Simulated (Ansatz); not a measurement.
Results of PBE-D3(BJ) (PAW; Ansatz, a program for electronic structure) for white tin (β-Sn).

Numerical settings: plane-wave cutoff 520 eV, 20×20×20 k mesh, Fermi–Dirac smearing 0.05 eV, scalar-relativistic PAW data made under PBE.

Shape and atoms are relaxed at each volume.

Pressure at four volumes; x = ln(V/27.208 Å³). One pressure is withheld.

| V (Å³/atom) | x | P (GPa) |
|---|---|---|
| 26.120 | -0.0408 | 2.43 |
| 27.208 | 0.0000 | 0.00 |
| 27.753 | 0.0198 | -1.02 |
| 28.297 | 0.0392 | ? |

Question: Pass a parabola P(x) through the three rows shown, estimate the bulk modulus and its pressure derivative near zero pressure, and predict the withheld pressure.

Answer: Slopes between the rows: (0.00 − (2.43))/(0.0000 − (-0.0408)) = -59.56 and (-1.02 − (0.00))/(0.0198 − (0.0000)) = -51.52 GPa. Their difference over the span 0.0606 is c = 8.04/0.0606 = 132.7 GPa, so P(x) = 2.43 + (-59.56)(x − (-0.0408)) + 132.7 (x − (-0.0408))(x − (0.0000)). At the middle row B = −dP/dx = −[-59.56 + 132.7 × 0.0408] = 54.1 GPa, and B′ = dB/dP = 2c/B = 4.9. At x = 0.0392 the parabola gives -1.92 GPa; the run gives -1.92 GPa. The Birch–Murnaghan fit to the energies at all volumes has B0 = 53.9 GPa and B′ = 4.8.

Measured, for comparison: bulk modulus 57.0 GPa (temperature not stated, no zero-point or thermal correction; as tabulated in Chen et al. (2023), arXiv:2209.05059). Computed (rounded) less measured: bulk modulus -5 %.

Note: the bulk modulus comes from volumes at which shape and atoms were relaxed.

Spin–orbit coupling is not included.
